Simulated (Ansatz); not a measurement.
Effect of x(Pt) = 0.25, 8 atoms, I4/mmm on MgSe

Start from MgSe in the rock salt structure (space group Fm-3m, No. 225; a = 5.4722 Å).

The other end (x = 1) is MgPt in the rock salt structure (space group Fm-3m, No. 225; a hypothetical phase, not in the database extracts checked): 18.25 Å³/atom, gap zero; this end may not be an ambient phase.

It is then changed as follows: a fraction x = 0.25 of the Se sites is given to Pt, ordered in a cell of 8 atoms (starting symmetry I4/mmm) and fully relaxed.

Calculations: DFT with r2SCAN, PAW potentials and a 500 eV plane-wave cutoff in Ansatz (a first-principles code), spin-orbit coupling left out. Γ-centred 12×12×12 mesh, Fermi–Dirac width 0.05 eV, for the changed cell.

```json
[
 {"quantity": "volume per atom", "base": "20.48 Å³", "changed": "20.12 Å³", "shift": "-0.368 Å³"},
 {"quantity": "density", "base": "4.19 g/cm³", "changed": "5.46 g/cm³", "shift": "+1.27 g/cm³"},
 {"quantity": "shortest interatomic distance", "base": "2.736 Å", "changed": "2.688 Å", "shift": "-0.048 Å"},
 {"quantity": "band gap", "base": "2.48 eV", "changed": "2.02 eV", "shift": "-0.46 eV"},
 {"quantity": "gap character (in this cell's own zone, which can be folded)", "base": "–", "changed": "indirect, k = (0, 0, 1/4) in the run's primitive reciprocal basis → Γ–M (50 % along)", "shift": "–"},
 {"quantity": "electron mass", "base": "0.48 mₑ along k, 0.25 mₑ across (at X)", "changed": "0.22 mₑ along k, 0.25 mₑ across (off the special points)", "shift": "–"},
 {"quantity": "mixing energy (to 0.01 eV only: unlike meshes or grids) (against an end that may be hypothetical)", "base": "–", "changed": "+0.07 eV/atom", "shift": "–"},
 {"quantity": "mean first-shell distances", "base": "–", "changed": "Se–Mg 2.723 Å (end compound 2.736 Å), Pt–Mg 2.709 Å (end compound 2.633 Å)", "shift": "–"}
]
```

Final structure:

```
CELL_PARAMETERS angstrom
     -2.71913     2.71913     5.44128
      2.71913    -2.71913     5.44128
      2.71913     2.71913    -5.44128
ATOMIC_POSITIONS crystal
  Se 0.00000 0.00000 0.00000
  Pt 0.50000 0.50000 0.00000
  Se 0.25000 0.75000 0.50000
  Se 0.75000 0.25000 0.50000
  Mg 0.74697 0.74697 0.00000
  Mg 0.25303 0.25303 0.00000
  Mg 0.00000 0.50000 0.50000
  Mg 0.50000 0.00000 0.50000
```

These are small ordered cells, not random alloys; other orderings at the same x differ. With Pt present, leaving out spin-orbit coupling can change the band edges. Effective masses come from finite differences of ±0.01 Å⁻¹. Along k means along the line from Γ to the band edge. No phonon test of stability was made. The final runs are not spin-polarised. k-point labels follow each cell's own Brillouin zone.
